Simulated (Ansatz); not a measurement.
Ba, element substitutions

Start from Ba in the bcc (W type) structure (space group Im-3m, No. 229; a = 5.0687 Å).

Each row replaces one element on all its sites; cell and atoms are relaxed.

Computed with r2SCAN, PAW, 500 eV (Ansatz, a program for electronic structure; scalar-relativistic without spin-orbit coupling).

Before the change:

Volume per atom: 65.11 Å³

Task: The aim is a volume per atom between 92.27 Å³ and 99.36 Å³. Which of these changes reaches it?
A. Ba → Yb
B. Ba → Cs
C. Ba → Rb

Result: C, Ba → Rb. It gives 95.10 Å³; Ba → Yb gives 33.74 Å³; Ba → Cs gives 122.59 Å³. Changes not listed may reach it too

The state of the 4f shell was not checked for lower solutions. No phonon test of stability was made. For Yb in this form, whether it has been made was not checked. Seeded moments were not kept for Ba → Yb. All final runs are without spin polarisation. This is not the structure that Yb has at room temperature and ambient pressure.
